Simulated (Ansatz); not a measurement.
TiTe2 (model structure, started from the fluorite type, Fm-3m, No. 225, 3 atoms in the cell): formation enthalpy by level of theory

No measured value is used here.

| level (code) | value (eV/atom) |
|---|---|
| PBE (Ansatz) | -0.309 |
| PBEsol (Ansatz) | ___ |
| PBE-D3(BJ) (Ansatz) | -0.300 |

### Question
Complete the blanks.

### Answer

- PBEsol (Ansatz, an electronic-structure program), value (eV/atom): -0.326

Density-functional levels without +SOC have no spin–orbit coupling, which shifts binding energies of heavy elements. Each level is taken at its own relaxed cell. Ansatz's density-functional and Hartree–Fock values are scalar-relativistic unless marked +SOC, with PAW data made under PBE.

A model structure was made by putting elements into a prototype or built by hand; it is no filed structure, need not be a known phase, and can be a saddle point held by its symmetry.
